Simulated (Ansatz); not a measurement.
Fluorite NiSi₂ was calculated with PBE-D4 (Ansatz, a quantum-chemistry and plane-wave program, plane waves, PAW).

Numerical settings: plane-wave cutoff 520 eV, 18×18×18 k mesh, Fermi–Dirac smearing 0.05 eV, no spin polarisation, scalar-relativistic PAW data made under PBE.

Results at a series of volumes:

```
V (Å³/atom)  E − E_lowest (meV/atom)  P (GPa)
-----------  -----------------------  -------
12.224                         26.12    11.35
12.484                         11.19     7.14
12.744                          2.70     3.38
13.004                          0.00     0.01
13.264                          2.50    -3.03
13.524                          9.67    -5.75
13.784                         21.01    -8.18
```

Problem. Estimate the bulk modulus from the pressures at 12.744 and 13.264 Å³/atom, and compare it with a fit to all energies.

Solution. B = −V dP/dV. Between V = 12.744 and 13.264 Å³/atom, dP/dV = (-3.03 − (3.38))/(13.264 − 12.744) = -12.3 GPa per Å³/atom; at the midpoint 13.004 Å³/atom this gives B ≈ 160 GPa. The third-order Birch–Murnaghan fit gives V0 = 13.004 Å³/atom, B0 = 160 GPa, B′ = 4.4, which lies within 1 % of that estimate.

Measured, for comparison: equilibrium volume per atom 13.17 Å³/atom (temperature not stated, no zero-point or thermal correction; as tabulated in Wikipedia's data pages). Computed (rounded) less measured: equilibrium volume per atom -1.3 %. A static lattice is as a rule a little smaller and stiffer than an uncorrected measurement, which narrows the difference in the equilibrium volume per atom and would widen misses of the other sign.

Computing time: about 90 core-seconds (a rough figure).
